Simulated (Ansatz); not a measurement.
## BN: response to strain

Start from BN (space group P6_3/mmc, No. 194; a = 2.5064 Å, c = 6.6147 Å; layered, stacked along the Cartesian z axis).

Strains are applied to the cell and any free atomic positions relax.

All numbers come from PBE-D3(BJ) (Ansatz, a quantum-chemistry and plane-wave program, PAW, no spin-orbit coupling).

Notes on the quantities. pressure: mean of the normal stresses, compression positive.

```
isotropic strain (%)  pressure (GPa)
--------------------  --------------
-3                              26.2
-2.4                            20.2
-1.8                            14.6
-1.2                             9.4
-0.6                               ?
0                                0.0
```

Question: Fit P = P₀ − Bδ + Cδ² with δ = (1 + ε)³ − 1 to the rows shown and predict the withheld row.

Answer: Least squares on the printed values gives P₀ = 0.0 GPa, B = 238 GPa (at held cell shape), C = 708 GPa (largest residual 0.0 GPa); this predicts 4.5 GPa, and the run gives 4.5 GPa, in agreement.

No phonon test of stability was made.
